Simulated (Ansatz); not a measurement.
**Al2O3 (space group Cmc2_1, No. 36; a cell from a computed database, its experimental status unchecked)**

```cif
data_Al8O12
_chemical_formula_sum 'Al8 O12'
_space_group_name_H-M_alt 'Cmc21'
_space_group_IT_number 36
_space_group_name_Hall 'C 2c -2'
_cell_length_a 9.70513
_cell_length_b 5.53043
_cell_length_c 4.94058
_cell_angle_alpha 90.000
_cell_angle_beta 90.000
_cell_angle_gamma 90.000
loop_
_space_group_symop_operation_xyz
  'x, y, z'
  '-x, -y, z+1/2'
  '-x, y, z'
  'x, -y, z+1/2'
  'x+1/2, y+1/2, z'
  '-x+1/2, -y+1/2, z+1/2'
  '-x+1/2, y+1/2, z'
  'x+1/2, -y+1/2, z+1/2'
loop_
_atom_site_label
_atom_site_type_symbol
_atom_site_symmetry_multiplicity
_atom_site_Wyckoff_symbol
_atom_site_fract_x
_atom_site_fract_y
_atom_site_fract_z
_atom_site_occupancy
Al1 Al 8 b 0.16782 0.16039 0.43123 1
O1 O 4 a 0.00000 0.21868 0.49119 1
O2 O 8 b 0.22139 0.11982 0.08704 1
```
(The calculation used a cell of 10 atoms; values per cell refer to that cell.)

Computed with PBEsol (Ansatz, an electronic-structure program, PAW, spin-orbit coupling left out). k-mesh 7×7×7 (Γ-centred); smearing 0.05 eV (Fermi–Dirac).

```yaml
volume_per_atom: 13.26 Å³
density: 2.55 g/cm³
band_gap: 4.18 eV, direct at Γ
electron_mass: 0.48 mₑ along a, 0.44 mₑ along b, 0.41 mₑ along c
Lowest conduction-band minima above the VBM: Γ 4.18 eV
total_energy: -547.751 eV/atom (σ→0; compares only within this code and set-up)
```

Effective masses come from finite differences of ±0.01 Å⁻¹. Whether these cells are dynamically stable was not tested.
